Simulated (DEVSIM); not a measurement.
**illuminated Si p-on-n cell, one wavelength, with a back-surface field**

System: illuminated Si p-on-n cell, one wavelength, with a back-surface field, at 300 K.

```tsv
layer (left to right)	material	thickness (μm)	Nd (cm⁻³)	Na (cm⁻³)	τn (s)	τp (s)	absorption coefficient (cm⁻¹)
1	Si	0.200	-	1.3e18	3.9e-6	3.5e-7	8800
2	Si	27.0	2.1e15	-	8.6e-6	8.6e-6	8800
3	Si	0.530	1e18	-	8.6e-6	8.6e-6	8800
```

Left contact: ohmic, minority electron recombination velocity 1e5 cm/s. Right contact: ohmic, minority hole recombination velocity 2e5 cm/s. Voltage is applied to the left contact. Recombination: SRH at mid-gap, radiative, Auger. Light enters at the left, 1.2e17 photons cm⁻² s⁻¹, one pass, no reflection. Mobility is μmin + (μ − μmin)/(1 + (N/Nref)^α).

The device is made up for the run: typed textbook-type constants, with dimensions and the other settings drawn at random. Values at 300 K.

```tsv
parameter	Si
gap (eV)	1.124
affinity (eV)	4.05
permittivity	11.7
Nc (cm⁻³)	2.86e19
Nv (cm⁻³)	3.1e19
μn (cm²/Vs)	1417
μp (cm²/Vs)	470
μn,min	52
μp,min	45
Nref,n	9.7e16
Nref,p	2.2e17
αn	0.68
αp	0.72
B (cm³/s)	4.7e-15
Cn (cm⁶/s)	2.8e-31
Cp (cm⁶/s)	9.9e-32
```

Model (solved in DEVSIM): 1D drift-diffusion, Boltzmann statistics, complete ionisation; no tunnelling, impact ionisation, image-force lowering or self-heating.

```json
{
 "potential_step_across_the_device_at_zero_bias": "0.955 V",
 "Dark forward voltage at 1 A/cm²": "0.692 V",
 "Dark forward voltage at 100 A/cm²": "0.829 V",
 "short_circuit_current": "18.8 mA/cm²",
 "open_circuit_voltage": "0.574 V",
 "fill_factor": "0.82",
 "largest_power": "8.84 mW/cm²",
 "share_of_generated_pairs_collected_at_short_circuit": "0.979"
}
```

Dark forward current:

(V (V), J (A/cm²)): (0.05, 1.2e-9); (0.10, 4.3e-9); (0.15, 1.4e-8); (0.20, 4.6e-8); (0.25, 1.8e-7); (0.30, 8.1e-7); (0.35, 4.4e-6); (0.40, 2.7e-5); (0.45, 0.00018); (0.50, 0.0012); (0.55, 0.0079); (0.60, 0.046); (0.65, 0.24); (0.70, 1.3); (0.75, 7.6); (0.80, 41); (0.85, 190); (0.90, 670); (0.95, 1800); (1.00, 4000)

Current under light (generator sign):

| V (V) | J (mA/cm²) |
|---|---|
| 0.00 | 18.8 |
| 0.08 | 18.8 |
| 0.16 | 18.8 |
| 0.24 | 18.8 |
| 0.32 | 18.8 |
| 0.42 | 18.8 |
| 0.44 | 18.7 |
| 0.46 | 18.6 |
| 0.48 | 18.3 |
| 0.50 | 17.6 |
| 0.52 | 16.2 |
| 0.54 | 13.4 |
| 0.56 | 7.43 |
| 0.58 | -4.45 |
